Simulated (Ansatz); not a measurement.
The parent structure is GaCuSe2 in the chalcopyrite structure (space group I-42d, No. 122; a = 5.570 Å, c = 11.075 Å).

Structures relaxed with PBEsol (Ansatz, a quantum-chemistry and plane-wave program), no spin-orbit coupling.

Base:

Simulated powder pattern, Mo Kα, λ = 0.71073 Å (kinematic, ideal powder, no thermal factors, no anomalous dispersion; the 10 strongest lines at most, above 2 %, up to 2θ = 40°):

| 2θ (°) | I/Imax (%) | hkl |
|---|---|---|
| 12.71 | 100 | (112) |
| 20.79 | 27 | (220) |
| 20.85 | 54 | (204) |
| 24.45 | 34 | (312) |
| 24.55 | 17 | (116) |
| 29.57 | 9.3 | (400) |
| 32.39 | 14 | (316) |
| 36.46 | 18 | (424) |
| 36.57 | 9.1 | (228) |
| 38.73 | 7.4 | (512) |

The change: an isotropic linear strain of +2.25 %, atoms relaxed at fixed cell.

After the change:

Simulated powder pattern, Mo Kα, λ = 0.71073 Å (kinematic, ideal powder, no thermal factors, no anomalous dispersion; the 10 strongest lines at most, above 2 %, up to 2θ = 40°):

| 2θ (°) | I/Imax (%) | hkl |
|---|---|---|
| 12.43 | 100 | (112) |
| 20.33 | 27 | (220) |
| 20.39 | 54 | (204) |
| 23.90 | 34 | (312) |
| 24.00 | 17 | (116) |
| 28.91 | 9.4 | (400) |
| 31.65 | 14 | (316) |
| 35.63 | 19 | (424) |
| 35.74 | 9.3 | (228) |
| 37.84 | 7.6 | (512) |

The indices refer to the base's conventional cell; one index is shown for lines that coincide.

Whether these cells are dynamically stable was not tested. The final runs are not spin-polarised.
